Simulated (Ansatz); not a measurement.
# NaF (model structure, started from the CsCl type, Pm-3m, No. 221, 2 atoms in the cell)

The numbers are results of HSE06 in Ansatz (plane waves, PAW), not measurements.

Run with plane-wave cutoff 460 eV, 8×8×8 k mesh, Fermi–Dirac smearing 0.01 eV, scalar-relativistic PAW data made under PBE.

Cell (relaxed with PBEsol):

```
CELL_PARAMETERS angstrom
      2.81656     0.00000     0.00000
      0.00000     2.81656     0.00000
      0.00000     0.00000     2.81656
ATOMIC_POSITIONS crystal
  Na 0.00000 0.00000 0.00000
  F  0.50000 0.50000 0.50000
```

* **band gap**: 8.16 eV (on the SCF k mesh) (indirect)
* **smallest direct gap on the k points sampled**: 8.50 eV

Note: the relaxation could raise the start's symmetry but not lower it, so the cell can be a saddle point; cell and atoms aren't relaxed at this level (pressure 0.4 GPa).

Computed values are for the static lattice.

A model structure was made by putting elements into a prototype or built by hand; it is no filed structure, need not be a known phase, and can be a saddle point held by its symmetry.

Ansatz is a program for electronic structure.
